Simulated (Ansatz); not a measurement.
CsCl-type NiAl, treated with PBEsol (plane waves, PAW; Ansatz, a program for electronic structure).

Settings: plane-wave cutoff 560 eV, 16×16×16 k mesh, Fermi–Dirac smearing 0.1 eV, perturbation theory, no spin polarisation, scalar-relativistic PAW data made under PBE.

Cell (measured lattice):

```cif
data_AlNi
_chemical_formula_sum 'Al1 Ni1'
_space_group_name_H-M_alt 'P 1'
_space_group_IT_number 1
_cell_length_a 2.88600
_cell_length_b 2.88600
_cell_length_c 2.88600
_cell_angle_alpha 90.000
_cell_angle_beta 90.000
_cell_angle_gamma 90.000
loop_
_space_group_symop_operation_xyz
  'x, y, z'
loop_
_atom_site_label
_atom_site_type_symbol
_atom_site_fract_x
_atom_site_fract_y
_atom_site_fract_z
_atom_site_occupancy
Al1 Al 0.50000 0.50000 0.50000 1
Ni1 Ni 0.00000 0.00000 0.00000 1
```

Q: What does this level give for the zone-centre TO phonon frequency?

A: 
zone-centre TO phonon frequency: 288 cm⁻¹

Note: the cell isn't this level's own, so it is under some stress, which shifts stiffness and frequencies.
